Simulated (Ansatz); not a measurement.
Take CsSnI$_{3}$ in the cubic perovskite structure (space group Pm-3m, No. 221; a = 6.031 Å) as the base.

Structures relaxed with Ansatz (a quantum-chemistry and plane-wave program) LDA, no SOC.

Base:

Simulated powder pattern, Cu Kα1, λ = 1.54056 Å (kinematic, ideal powder, no thermal factors, no anomalous dispersion; the 14 strongest lines at most, above 2 %, up to 2θ = 90°):

```csv
2θ (°),I/Imax (%),hkl
14.68,18,(100)
20.81,19,(110)
25.56,75,(111)
29.60,100,(200)
33.19,9.9,(210)
36.47,8.9,(211)
42.36,74,(220)
50.13,35,(311)
52.52,26,(222)
61.45,12,(400)
67.66,14,(331)
69.67,33,(420)
77.47,25,(422)
83.17,11,(511)
```

One thing is altered: the cell is scaled by 1.0300 in all directions; the atoms relax in the strained cell.

**Question.** Predict the new powder pattern.

**Answer.** 
Simulated powder pattern, Cu Kα1, λ = 1.54056 Å (kinematic, ideal powder, no thermal factors, no anomalous dispersion; the 14 strongest lines at most, above 2 %, up to 2θ = 90°):

| 2θ (°) | I/Imax (%) | hkl |
|---|---|---|
| 14.25 | 18 | (100) |
| 20.20 | 18 | (110) |
| 24.81 | 74 | (111) |
| 28.72 | 100 | (200) |
| 32.20 | 9.9 | (210) |
| 35.37 | 9.0 | (211) |
| 41.07 | 75 | (220) |
| 48.57 | 35 | (311) |
| 50.88 | 27 | (222) |
| 59.48 | 12 | (400) |
| 65.44 | 14 | (331) |
| 67.37 | 34 | (420) |
| 74.82 | 25 | (422) |
| 80.24 | 11 | (333) |

The indices refer to the base's conventional cell; one index is shown for lines that coincide.

Stability against distortions was not tested. All final runs are without spin polarisation. Many cubic perovskites are stable only at high temperature; tilts and polar distortions were not tested.
